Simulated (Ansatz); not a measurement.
Ansatz (a first-principles code) run on AlRh (P4mm, 2 atoms in the cell): self-consistent single point.

Level of theory: LDA (PW92), default PAW files made with PBE (plane waves; Ansatz).

```yaml
crystal:
  lattice:
    - [2.99221, 0.00000, 0.00000]
    - [0.00000, 2.99221, 0.00000]
    - [0.00000, 0.00000, 2.99221]
  atoms:
    - { symbol: Al, position: [0.00000, 0.00000, 0.01671] }
    - { symbol: Rh, position: [0.50000, 0.50000, 0.50000] }
```

Reference input (self-consistent single point, DFT, LDA (PW92), plane waves, default PAW files made with PBE): basis.ecutwfc = 420 eV; kpoints.mp_grid.grid = 11 11 11; hamiltonian.xc = lda; hamiltonian.pseudopotentials = {kind: paw} (the program's default PAW files); scf.occupations.method = gaussian; scf.occupations.width = 0.1 eV. This run's input differs from it in these lines:

Ansatz 0.2 input:
```diff
@@ -11,3 +11,3 @@
 kpoints:
-  mp_grid: { grid: [11, 11, 11] }
+  mp_grid: { grid: [9, 9, 9], shift: [0.5, 0.5, 0.5] }
 hamiltonian:
```

The program printed (abridged):

```
SCF iter   1: F=—  HF=-6793.717584 eV  |F-HF|=—  |Δ(HF+E_count)|=         —  Δρ=7.94e-3  dr2=1.32e-2  ethr=1.77e-3  ⟨swp⟩=5.0  Hψ=5233  notcnv=0
all-band conjugate gradients solve this SCF's bands
preconditioner: auto → none
SCF iter   2: F=—  HF=-6793.715384 eV  |F-HF|=—  |Δ(HF+E_count)|=   2.20e-3  Δρ=2.95e-3  dr2=8.08e-4  ethr=6.61e-5  ⟨swp⟩=1.7  Hψ=1940  notcnv=0
SCF iter   3: F=—  HF=-6793.715177 eV  |F-HF|=—  |Δ(HF+E_count)|=   2.07e-4  Δρ=7.99e-4  dr2=4.73e-5  ethr=4.04e-6  ⟨swp⟩=1.1  Hψ=1073  notcnv=0
SCF iter   4: F=—  HF=-6793.715165 eV  |F-HF|=—  |Δ(HF+E_count)|=   1.14e-5  Δρ=4.68e-5  dr2=4.41e-7  ethr=2.37e-7  ⟨swp⟩=2.2  Hψ=1379  notcnv=0
iter 5 did not close the SCF: its close was put off for the readings that it lacked (scf_convergence_deferred on its scf_iter line)
SCF iter   5: F=-6793.715165 eV  HF=-6793.715165 eV  |F-HF|=1.96e-8  |Δ(HF+E_count)|=   2.98e-8  Δρ=1.24e-5  dr2=2.99e-8  ethr=2.20e-9  ⟨swp⟩=2.2  Hψ=1456  notcnv=0
SCF iter   6: F=-6793.715165 eV  HF=-6793.715165 eV  |F-HF|=1.43e-10  |Δ(HF+E_count)|=   9.14e-9  Δρ=2.82e-6  dr2=5.92e-10  ethr=1.50e-10  ⟨swp⟩=2.3  Hψ=3707  notcnv=0
SCF 1 converged in 6 iterations: F = -6793.715165 eV  dr2 = 5.92e-10
Free energy (F): -6793.715165 eV
Internal energy: -6793.711851 eV  (E = F + TS)
E sigma→0 (E₀):  -6793.713508 eV
Entropy (-TS):   -0.003314 eV (-1.657 meV/atom)
Fermi energy:    16.582458 eV
--- Forces (eV/Å), atoms counted from 1 ---
  atom   1  Al     0.00000000     0.00000000    -0.27285315
  atom   2  Rh    -0.00000000     0.00000000     0.27287661
--- Stress (GPa, compression-positive) ---
       -8.712820       0.000000       0.000000
        0.000000      -8.712820       0.000000
        0.000000       0.000000      -8.817780
  P = ⅓ Tr σ = -8.7478 GPa (-87.478 kbar)
  The stress holds the Pulay correction. Without it, at fixed plane waves, as pw.x and ABINIT print it: P = -8.8187 GPa
```

The run converged in 6 iterations. Against the reference run the free energy goes down by 1.6 meV/atom, the pressure moves little (-8.71 to -8.75 GPa) and the largest force stays at 0.273 eV/Å.

The starting cell comes from a database of computed structures (which also holds hypothetical and non-ambient phases and stackings), without a prior relaxation at this level. Its lattice was rescaled by up to half a per cent. One atom was moved a little off its site on purpose. Spin polarisation is off. Ansatz's pressure includes its estimate of the finite-basis (Pulay) stress.
